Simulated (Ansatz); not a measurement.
# Li₃InCl₆ (Fm-3m): band-edge transport data

Given:

```
InLi3Cl6
1.0
    0.00000     4.93124     4.93124
    4.93124     0.00000     4.93124
    4.93124     4.93124     0.00000
Li In Cl
3 1 6
Direct
  0.75000   0.75000   0.75000
  0.25000   0.25000   0.25000
  0.50000   0.50000   0.50000
  0.00000   0.00000   0.00000
  0.74827   0.25173   0.25173
  0.25173   0.74827   0.74827
  0.25173   0.74827   0.25173
  0.74827   0.25173   0.74827
  0.25173   0.25173   0.74827
  0.74827   0.74827   0.25173
```

Computed with PBEsol, rigid bands (plane waves, PAW, scalar-relativistic; Ansatz, a first-principles code). Cell: cell and atoms relaxed with PBEsol.

```yaml
band_gap: 3.00 eV
electron conductivity mass (300 K, dilute): 0.53 mₑ
effective density of states N_c (300 K): 9.3e18 cm⁻³
density_of_states_mass_electrons: 0.52 mₑ
Seebeck coefficient, n-type 1e19 cm⁻³, 300 K: -217 μV/K
best n-type power factor at 300 K for τ = 10 fs (best axis; densities from 1e16 to 1e21 cm⁻³ tried, whether or not they can be reached): 2.9 μW/(cm·K²) at 3e19 cm⁻³
```

Rigid bands; masses and Seebeck coefficients take one relaxation time τ for all states and one kind of carrier; polarons and phonon drag are left out. Spin-orbit coupling is left out.

Computed structure with no diffraction record at hand here (it may be known, metastable or hypothetical): Li3InCl6 (Fm-3m).
